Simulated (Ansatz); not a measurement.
# ZnSiP2: isotropic strain +3.00 %

The reference is ZnSiP2 in the chalcopyrite structure (space group I-42d, No. 122; a = 5.353 Å, c = 10.445 Å).

Modification: the cell is scaled by 1.0300 in all directions; the atoms relax in the strained cell.

Computed with PBEsol, PAW, 420 eV (Ansatz, a quantum-chemistry and plane-wave program; no spin-orbit coupling). Settings: 9×9×9 k-points, 0.05 eV Fermi–Dirac smearing.

| quantity | base | changed | shift |
|---|---|---|---|
| volume per atom | 18.71 Å³ | 20.44 Å³ | +1.73 Å³ |
| shortest interatomic distance | 2.255 Å | 2.314 Å | +0.059 Å |
| energy relative to the base (free energy F) | 0 meV/atom | +40 meV/atom | +40 meV/atom |
| pressure (mean of the normal stresses, compression positive) | 0.00 GPa | -6.73 GPa | -6.736 GPa |
| band gap | 1.16 eV | 1.36 eV | +0.20 eV |
| gap character | direct at Γ | direct at Γ | – |
| mean gap deformation potential ΔEg/Δln V | – | +2.3 eV | – |
| width of the top valence band | 1.30 eV | 1.12 eV | -0.18 eV |
| electron mass | 1.4 mₑ along c, 0.25 mₑ across (at Γ) | 1.5 mₑ along c, 0.26 mₑ across (at Γ) | – |
| hole mass | 0.16 mₑ along c, 0.37 mₑ across (at Γ) | 0.13 mₑ along c, 0.42 mₑ across (at Γ) | – |
| valence-band top at Γ (three highest levels, from the VBM) | 0.00, -0.12, -0.12 eV | 0.00, -0.11, -0.11 eV | – |
| largest internal atomic displacement | – | 0.016 Å | – |

Final structure:

```
CELL_PARAMETERS angstrom
     -2.75683     2.75683     5.37926
      2.75683    -2.75683     5.37926
      2.75683     2.75683    -5.37926
ATOMIC_POSITIONS crystal
  Zn 0.00000 0.00000 0.00000
  Zn 0.75000 0.25000 0.50000
  Si 0.50000 0.50000 0.00000
  Si 0.25000 0.75000 0.50000
  P  0.87500 0.85758 0.48258
  P  0.14242 0.62500 0.01742
  P  0.37500 0.39242 0.51742
  P  0.60758 0.12500 0.98258
```

Masses are band curvatures over ±0.01 Å⁻¹ around the edge. Stability against distortions was not tested.
